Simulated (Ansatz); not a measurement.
Defect: interstitial O in diamond, neutral cell. These are PBE, PAW (plane waves to 420 eV; Ansatz, a program for electronic structure) values and carry that method's errors.

Settings: 216 host sites, the relaxed PBE lattice, the Γ point alone, smearing 0.01 eV, spin-restricted, no image-charge correction. Energies are static. The host's phase is taken as given; its stability against other phases was not computed. The charge state is imposed; whether it is stable for some Fermi level was not computed. Sites that were not tried may lie lower.

Barriers: single points on a 2×2×2 k-point mesh shifted by half a step at the bands' geometries (they differ from the bands' own by up to 0.08 eV, and are uncertain by about as much).

Relaxed starting cell (atoms counted from 1):

```xyz
217
Lattice="10.7146 0.0000 0.0000 0.0000 10.7146 0.0000 0.0000 0.0000 10.7146" Properties=species:S:1:pos:R:3 pbc="T T T"
C      0.0062     0.0090     1.7747
C      0.0290     0.0311     5.3489
C     -0.0018     0.0018     8.9226
C     -0.0028     3.5778     1.7834
C     -0.0066     3.5773     5.3554
C     -0.0120     3.5724     8.9270
C      0.0105     7.1492     1.7692
C      0.0093     7.1536     5.3443
C     -0.0086     7.1456     8.9205
C      3.5741     0.0007     1.7844
C      3.5777    -0.0068     5.3560
C      3.5687    -0.0074     8.9271
C      3.5673     3.5706     1.7924
C      3.5456     3.5482     5.3658
C      3.5548     3.5575     8.9398
C      3.5725     7.1442     1.7873
C      3.5672     7.1342     5.3638
C      3.5182     7.1305     8.9771
C      7.1464     0.0214     1.7613
C      7.1532     0.0106     5.3432
C      7.1418    -0.0025     8.9219
C      7.1405     3.5755     1.7861
C      7.1338     3.5672     5.3591
C      7.1279     3.5364     8.9613
C      7.1488     7.1511     1.7719
C      7.3836     7.3758     5.1057
C      7.1259     7.1340     8.9235
C      0.8885     2.6805     0.8924
C      0.8926     2.6855     4.4624
C      0.8811     2.6761     8.0363
C      0.8881     6.2533     0.8907
C      0.8955     6.2543     4.4592
C      0.8811     6.2492     8.0347
C      0.8958     9.8252     0.8852
C      0.9101     9.8346     4.4552
C      0.8942     9.8242     8.0329
C      4.4586     2.6732     0.9014
C      4.4595     2.6749     4.4680
C      4.4467     2.6552     8.0467
C      4.4589     6.2479     0.8982
C      4.4715     6.2510     4.4826
C      4.3613     6.2137     8.1304
C      4.4633     9.8224     0.8892
C      4.4758     9.8130     4.4648
C      4.4641     9.8118     8.0328
C      8.0332     2.6838     0.8894
C      8.0328     2.6840     4.4614
C      8.0275     2.6721     8.0399
C      8.0347     6.2532     0.8840
C      8.0989     6.2818     4.3920
C      7.9978     6.2454     8.0162
C      8.0394     9.8313     0.8743
C      8.0667     9.8690     4.4300
C      8.0375     9.8259     8.0239
C     -0.0030     1.7892    -0.0045
C      0.0047     1.7988     3.5649
C     -0.0029     1.7896     7.1403
C     -0.0097     5.3595    -0.0037
C      0.0000     5.3649     3.5667
C     -0.0095     5.3603     7.1375
C      0.0004     8.9328    -0.0113
C      0.0264     8.9450     3.5497
C      0.0091     8.9413     7.1335
C      3.5666     1.7808     0.0028
C      3.5721     1.7857     3.5716
C      3.5617     1.7718     7.1458
C      3.5550     5.3505     0.0166
C      3.5752     5.3606     3.5767
C      3.5243     5.3303     7.1704
C      3.5678     8.9287     0.0017
C      3.5800     8.9264     3.5715
C      3.5701     8.9177     7.1445
C      7.1388     1.7817     0.0019
C      7.1439     1.7930     3.5655
C      7.1392     1.7809     7.1422
C      7.1360     5.3545     0.0010
C      7.1447     5.3756     3.5690
C      7.0789     5.2430     7.2259
C      7.1422     8.9300    -0.0115
C      7.1683     8.9994     3.4934
C      7.1634     8.9396     7.1098
C      0.8973     0.8995     2.6735
C      0.9034     0.9051     6.2455
C      0.8890     0.8926     9.8189
C      0.8903     4.4680     2.6791
C      0.8833     4.4641     6.2495
C      0.8780     4.4623     9.8240
C      0.9063     8.0432     2.6655
C      0.8969     8.0409     6.2449
C      0.8864     8.0370     9.8175
C      4.4648     0.8939     2.6787
C      4.4635     0.8844     6.2495
C      4.4593     0.8841     9.8227
C      4.4640     4.4664     2.6837
C      4.4099     4.4129     6.2694
C      4.4441     4.4450     9.8489
C      4.4709     8.0375     2.6760
C      4.4565     7.9958     6.2678
C      4.4503     8.0301     9.8313
C      8.0414     0.9112     2.6623
C      8.0392     0.8996     6.2435
C      8.0332     0.8929     9.8162
C      8.0332     4.4717     2.6772
C      8.0052     4.4595     6.2564
C      8.0254     4.4608     9.8224
C      8.0573     8.0607     2.6376
C      8.1873     8.1746     6.1603
C      8.0297     8.0338     9.8088
C      1.7852     0.0007    -0.0038
C      1.7962     0.0058     3.5659
C      1.7879    -0.0007     7.1405
C      1.7769     3.5700     0.0030
C      1.7839     3.5756     3.5715
C      1.7679     3.5620     7.1468
C      1.7708     7.1420     0.0086
C      1.7909     7.1459     3.5676
C      1.7773     7.1414     7.1444
C      5.3556    -0.0020    -0.0036
C      5.3635     0.0043     3.5643
C      5.3592    -0.0094     7.1373
C      5.3475     3.5588     0.0147
C      5.3557     3.5737     3.5753
C      5.3316     3.5341     7.1642
C      5.3497     7.1400     0.0032
C      5.3837     7.1530     3.5628
C      5.2017     7.0566     7.2784
C      8.9296     0.0046    -0.0124
C      8.9448     0.0307     3.5486
C      8.9385     0.0131     7.1337
C      8.9240     3.5753    -0.0026
C      8.9248     3.5802     3.5699
C      8.9179     3.5725     7.1411
C      8.9254     7.1459    -0.0121
C      8.9789     7.1658     3.5164
C      8.9324     7.1642     7.0993
C      2.6770     2.6799     2.6813
C      2.6637     2.6657     6.2527
C      2.6680     2.6712     9.8272
C      2.6808     6.2519     2.6808
C      2.6650     6.2408     6.2572
C      2.6452     6.2454     9.8493
C      2.6862     9.8235     2.6759
C      2.6829     9.8169     6.2492
C      2.6761     9.8190     9.8200
C      6.2484     2.6826     2.6791
C      6.2401     2.6684     6.2546
C      6.2425     2.6578     9.8395
C      6.2551     6.2556     2.6707
C      6.0059     6.0027     6.4792
C      6.2356     6.2397     9.8288
C      6.2610     9.8580     2.6397
C      6.2630     9.8198     6.2375
C      6.2471     9.8184     9.8157
C      9.8215     2.6889     2.6741
C      9.8164     2.6837     6.2477
C      9.8148     2.6809     9.8189
C      9.8434     6.2623     2.6517
C      9.8217     6.2603     6.2377
C      9.8111     6.2525     9.8113
C      9.8341     9.8363     2.6610
C      9.8706     9.8735     6.2341
C      9.8202     9.8236     9.8108
C      1.7858     1.7889     1.7840
C      1.7862     1.7872     5.3568
C      1.7784     1.7817     8.9288
C      1.7817     5.3589     1.7890
C      1.7787     5.3557     5.3578
C      1.7641     5.3517     8.9381
C      1.7931     8.9328     1.7796
C      1.7932     8.9312     5.3528
C      1.7800     8.9294     8.9278
C      5.3557     1.7859     1.7873
C      5.3541     1.7805     5.3567
C      5.3495     1.7708     8.9348
C      5.3561     5.3579     1.7875
C      5.2901     5.2886     5.3857
C      5.3221     5.3265     8.9727
C      5.3614     8.9364     1.7755
C      5.3910     8.9129     5.3487
C      5.3513     8.9204     8.9295
C      8.9303     1.7979     1.7767
C      8.9300     1.7947     5.3514
C      8.9256     1.7857     8.9260
C      8.9294     5.3645     1.7785
C      8.9175     5.3790     5.3544
C      8.9130     5.3614     8.9165
C      8.9422     8.9432     1.7587
C      9.0274     9.0266     5.3173
C      8.9248     8.9292     8.9154
C      2.6772     0.8919     0.8927
C      2.6839     0.8928     4.4630
C      2.6739     0.8852     8.0364
C      2.6695     4.4614     0.9024
C      2.6742     4.4632     4.4684
C      2.6478     4.4462     8.0486
C      2.6771     8.0368     0.8931
C      2.6838     8.0340     4.4638
C      2.6651     8.0299     8.0449
C      6.2501     0.8984     0.8851
C      6.2528     0.8975     4.4580
C      6.2467     0.8850     8.0335
C      6.2450     4.4620     0.8965
C      6.2442     4.4655     4.4792
C      6.2206     4.3901     8.1029
C      6.2496     8.0387     0.8844
C      6.3100     8.1227     4.3459
C      6.2253     8.0062     8.0432
C      9.8222     0.8993     0.8843
C      9.8339     0.9131     4.4540
C      9.8210     0.8982     8.0323
C      9.8167     4.4681     0.8892
C      9.8138     4.4732     4.4641
C      9.8089     4.4680     8.0299
C      9.8272     8.0423     0.8753
C      9.8646     8.0668     4.4339
C      9.8188     8.0410     8.0213
O      6.6933     7.0120     6.1139
```

End state 1 differs by these moves (Å; atoms that move under 0.08 Å are left out):

```
atom  element     Δx     Δy     Δz
----  -------  -----  -----  -----
26          C  -0.48  -0.48   0.00
41          C  -0.06  -0.03  -0.05
42          C   0.10   0.03  -0.11
50          C  -0.10  -0.10   0.00
53          C  -0.03  -0.06   0.05
54          C   0.03   0.10   0.11
77          C  -0.03  -0.07  -0.05
78          C   0.04   0.11  -0.13
80          C  -0.04  -0.10   0.07
81          C   0.06   0.14   0.17
107         C   0.09   0.10   0.32
125         C  -0.10  -0.04  -0.07
126         C   0.14   0.06  -0.17
134         C  -0.07  -0.03   0.05
135         C   0.11   0.04   0.13
149         C   0.10   0.09  -0.32
176         C  -0.03  -0.03  -0.07
188         C  -0.03  -0.03   0.07
204         C   0.02   0.07  -0.08
206         C  -0.15  -0.15   0.00
216         C   0.07   0.02   0.08
217         O   0.58   0.58   0.00
```

Q: What forward and backward barriers to end state 1 does PBE, PAW give?

A: forward 3.01 eV, backward 3.01 eV; at the saddle point atom 217 has neighbours C at 1.28, 2 C at 1.44 Å. The check of the saddle point's order was inconclusive, and it lies on a symmetry element of the cell, where a band can be held.

End state 2 differs by these moves (Å; atoms that move under 0.08 Å are left out):

```json
[
 {"atom": "11", "element": "C", "Δx": "-0.06", "Δy": "0.06", "Δz": "-0.01"},
 {"atom": "26", "element": "C", "Δx": "0.01", "Δy": "-0.48", "Δz": "0.48"},
 {"atom": "42", "element": "C", "Δx": "0.11", "Δy": "0.03", "Δz": "-0.09"},
 {"atom": "44", "element": "C", "Δx": "-0.11", "Δy": "0.11", "Δz": "-0.04"},
 {"atom": "50", "element": "C", "Δx": "0.00", "Δy": "-0.10", "Δz": "0.10"},
 {"atom": "51", "element": "C", "Δx": "0.07", "Δy": "-0.03", "Δz": "0.07"},
 {"atom": "53", "element": "C", "Δx": "-0.05", "Δy": "-0.06", "Δz": "0.03"},
 {"atom": "78", "element": "C", "Δx": "0.10", "Δy": "0.01", "Δz": "0.01"},
 {"atom": "95", "element": "C", "Δx": "0.06", "Δy": "0.05", "Δz": "-0.02"},
 {"atom": "97", "element": "C", "Δx": "-0.08", "Δy": "0.02", "Δz": "-0.07"},
 {"atom": "107", "element": "C", "Δx": "-0.04", "Δy": "-0.20", "Δz": "0.18"},
 {"atom": "125", "element": "C", "Δx": "-0.11", "Δy": "0.05", "Δz": "-0.11"},
 {"atom": "126", "element": "C", "Δx": "0.18", "Δy": "0.06", "Δz": "-0.13"},
 {"atom": "134", "element": "C", "Δx": "-0.05", "Δy": "-0.03", "Δz": "0.07"},
 {"atom": "135", "element": "C", "Δx": "0.07", "Δy": "-0.05", "Δz": "0.11"},
 {"atom": "149", "element": "C", "Δx": "0.33", "Δy": "0.09", "Δz": "-0.09"},
 {"atom": "161", "element": "C", "Δx": "-0.05", "Δy": "-0.06", "Δz": "0.02"},
 {"atom": "176", "element": "C", "Δx": "0.11", "Δy": "0.06", "Δz": "-0.01"},
 {"atom": "179", "element": "C", "Δx": "-0.17", "Δy": "0.17", "Δz": "-0.08"},
 {"atom": "185", "element": "C", "Δx": "0.06", "Δy": "-0.08", "Δz": "0.02"},
 {"atom": "188", "element": "C", "Δx": "-0.09", "Δy": "-0.13", "Δz": "0.05"},
 {"atom": "206", "element": "C", "Δx": "-0.29", "Δy": "0.15", "Δz": "-0.13"},
 {"atom": "217", "element": "O", "Δx": "-0.31", "Δy": "0.58", "Δz": "-0.89"}
]
```

Q: Give the forward and backward barriers to end state 2 at the level PBE, PAW.

A: forward 3.01 eV, backward 3.01 eV; at the saddle point atom 217 has neighbours C at 1.28, 2 C at 1.44 Å. The check of the saddle point's order was inconclusive, and it lies on a symmetry element of the cell, where a band can be held.
